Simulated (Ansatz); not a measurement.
```
Hf
1.0
    3.15810     0.00000     0.00000
   -1.57905     2.73500     0.00000
    0.00000     0.00000     4.90441
Hf
2
Direct
  0.66667   0.33333   0.75000
  0.33333   0.66667   0.25000
```

No spin polarisation.

All numbers come from PBEsol in Ansatz (plane waves to 420 eV, PAW, no spin-orbit coupling). k-mesh 21×21×12 (Γ-centred); smearing 0.1 eV (Fermi–Dirac).

**Question.** Predict the band gap, space group and pressure.

**Answer.** Band gap: zero
Space group: P6_3/mmc (No. 194)
Pressure (mean of the normal stresses, compression positive): 2.5 GPa

The cells carry an imposed strain or load. No phonon test of stability was made. The final runs are not spin-polarised. The cell was made from Hf in the hcp (Mg type) structure (space group P6_3/mmc, No. 194) by this change: uniaxial strain ε_zz = −2.00 %.

Ansatz is an electronic-structure program.
